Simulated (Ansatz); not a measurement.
The reference is TiAl (space group P4/mmm, No. 123; a = 2.824 Å, c = 4.075 Å; relaxed with 0.1 eV smearing).

Calculations: PBE (Ansatz, a first-principles code), without spin-orbit coupling.

Strains are applied to the cell and any free atomic positions relax.

One change was made to it. Results:

```csv
quantity,base,after
"pressure (mean of the normal stresses, compression positive)",0.0 GPa,7.7 GPa
energy relative to the base (free energy F),0 meV/atom,+22 meV/atom
```

Problem. Name the change that was made.
A. isotropic strain −2.50 %
B. isotropic strain −1.50 %
C. isotropic strain −2.00 %

Solution. C, isotropic strain −2.00 %. For comparison, the energy relative to the base in the other runs: isotropic strain −2.50 % gives +35 meV/atom; isotropic strain −1.50 % gives +12 meV/atom.

Whether these cells are dynamically stable was not tested. The final runs are not spin-polarised.
